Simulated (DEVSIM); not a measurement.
Structure: TaN/SiO2/p-InP capacitor, at 300 K.

```
layer (left to right)  material  thickness (nm)  Na (cm⁻³)
---------------------  --------  --------------  ---------
1                          SiO2            5.00          -
2                           InP            8000     6.1e15
```

Metal gate on the left, work function 4.4 eV. Fixed charge at the semiconductor interface 1.15e11 cm⁻² (in units of +e); interface traps 2.7e11 cm⁻² eV⁻¹, uniform in energy, neutral level at 0.7 of the gap above the valence band.

Constants are typed, rounded textbook-type inputs, not results; the design itself was drawn at random and stands for no fabricated device. Values at 300 K.

| parameter | SiO2 | InP |
|---|---|---|
| gap (eV) | 9 | 1.344 |
| affinity (eV) | 0.9 | 4.38 |
| permittivity | 3.9 | 12.5 |
| Nc (cm⁻³) | - | 5.7e17 |
| Nv (cm⁻³) | - | 1.1e19 |

Model (solved in DEVSIM): 1D Poisson equation in equilibrium, Boltzmann statistics, complete ionisation; no quantum confinement or tunnelling. Metal contacts follow the ideal Schottky-Mott rule: no Fermi-level pinning, no interface dipoles.

### Question
Tabulate band edges, carrier densities and field at -0.2 V on the gate.

### Answer
Energies count from the Fermi level of the right contact; mesh points crowd at the junctions.

| x (μm) | Ec (eV) | Ev (eV) | n (cm⁻³) | p (cm⁻³) | field (V/cm) |
|---|---|---|---|---|---|
| 0.000 | 3.700 | -5.300 | < 1e2 | < 1e2 | 89000 |
| 0.001248 | 3.711 | -5.289 | < 1e2 | < 1e2 | 89000 |
| 0.002978 | 3.727 | -5.274 | < 1e2 | < 1e2 | 89000 |
| 0.004504 | 3.740 | -5.260 | < 1e2 | < 1e2 | 89000 |
| 0.006204 | 0.269 | -1.075 | 1.7e13 | < 1e2 | 39000 |
| 0.009356 | 0.281 | -1.063 | 1.1e13 | < 1e2 | 39000 |
| 0.01628 | 0.308 | -1.036 | 3.8e12 | < 1e2 | 38000 |
| 0.04191 | 0.402 | -0.942 | 1.0e11 | 1700 | 36000 |
| 0.09268 | 0.572 | -0.772 | 1.4e8 | 1200000 | 31000 |
| 0.2111 | 0.880 | -0.464 | 930 | 1.8e11 | 21000 |
| 0.4714 | 1.140 | -0.204 | < 1e2 | 4.1e15 | 1800 |
| 1.435 | 1.150 | -0.194 | < 1e2 | 6.1e15 | ≈ 0 |
| 3.342 | 1.150 | -0.194 | < 1e2 | 6.1e15 | ≈ 0 |
| 5.905 | 1.150 | -0.194 | < 1e2 | 6.1e15 | ≈ 0 |
| 7.319 | 1.150 | -0.194 | < 1e2 | 6.1e15 | ≈ 0 |
| 7.702 | 1.150 | -0.194 | < 1e2 | 6.1e15 | ≈ 0 |
| 7.876 | 1.150 | -0.194 | < 1e2 | 6.1e15 | ≈ 0 |
| 7.950 | 1.150 | -0.194 | < 1e2 | 6.1e15 | ≈ 0 |
| 7.988 | 1.150 | -0.194 | < 1e2 | 6.1e15 | ≈ 0 |
| 7.998 | 1.150 | -0.194 | < 1e2 | 6.1e15 | ≈ 0 |
| 8.003 | 1.150 | -0.194 | < 1e2 | 6.1e15 | ≈ 0 |
| 8.005 | 1.150 | -0.194 | < 1e2 | 6.1e15 | ≈ 0 |
